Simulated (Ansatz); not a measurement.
The starting structures come from a database of crystals and need not be the phases stable at ambient conditions.

 Where the default PAW files enter, the runs use the earlier of Ansatz's two default sets.

Tunnelling through a barrier is set by its complex band structure: the current falls as exp(−2κd) with the smallest κ.

Consider the following.

```yaml
crystal:
  lattice:
    - [5.10961, 0.00000, 0.00000]
    - [0.00000, 7.22608, 0.00000]
    - [2.55481, -3.61304, 2.55481]
  atoms:
    - { symbol: Na, position: [0.50000, 0.25000, 0.00000] }
    - { symbol: Ca, position: [0.50000, 0.75000, 0.00000] }
    - { symbol: H, position: [0.53476, 0.23262, 0.46524] }
    - { symbol: H, position: [0.00000, 0.76738, 0.00000] }
    - { symbol: H, position: [0.46524, 0.76738, 0.53476] }
    - { symbol: H, position: [0.00000, 0.23262, 0.00000] }
    - { symbol: H, position: [0.00000, 0.23262, 0.46524] }
    - { symbol: H, position: [0.00000, 0.76738, 0.53476] }
    - { symbol: Ir, position: [0.00000, 0.00000, 0.00000] }
```

Space group of this cell: F-43m. The cell is taken as given; by r2SCAN its mean pressure is -2.0 GPa.

Transport runs along the normal of the first two printed cell vectors, the (110) plane of the conventional cell.

The gap is the functional's own. No spin-orbit coupling. Mid-gap values are interpolated on the energy grid.

Task: Give the band gap and the smallest decay constant κ at mid-gap that r2SCAN (Ansatz, an electronic-structure program) yields.

Result: Gap 3.75 eV on a 12×12×12 mesh; κ = 0.364 1/Å, at the zone centre.
